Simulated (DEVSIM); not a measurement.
System: Ru/SiO2/p-Ge capacitor, at 300 K.

Layer 1 from the left is SiO2, thickness (nm) 4.80. Layer 2 from the left is Ge, thickness (nm) 430, Na (cm⁻³) 1.9e18.

Metal gate on the left, work function 4.7 eV. Fixed charge at the semiconductor interface 0 cm⁻² (in units of +e); interface traps 1e12 cm⁻² eV⁻¹, uniform in energy, neutral level at 0.5 of the gap above the valence band.

The device is made up for the run: typed textbook-type constants, with dimensions and the other settings drawn at random. Values at 300 K.

SiO2: gap (eV) 9, affinity (eV) 0.9, permittivity 3.9. Ge: gap (eV) 0.664, affinity (eV) 4, permittivity 16, Nc (cm⁻³) 1.04e19, Nv (cm⁻³) 6e18.

Simulated with DEVSIM: 1D Poisson equation in equilibrium, Boltzmann statistics, complete ionisation; no quantum confinement or tunnelling. Metal contacts follow the ideal Schottky-Mott rule: no Fermi-level pinning, no interface dipoles.

**Question.** What does the simulation give for the minimum of the low-frequency capacitance, the flat-band voltage, the threshold voltage (band bending 2φF)?

**Answer.** minimum of the low-frequency capacitance 0.391 μF/cm²; flat-band voltage 0.00 V; threshold voltage (band bending 2φF) 1.71 V.
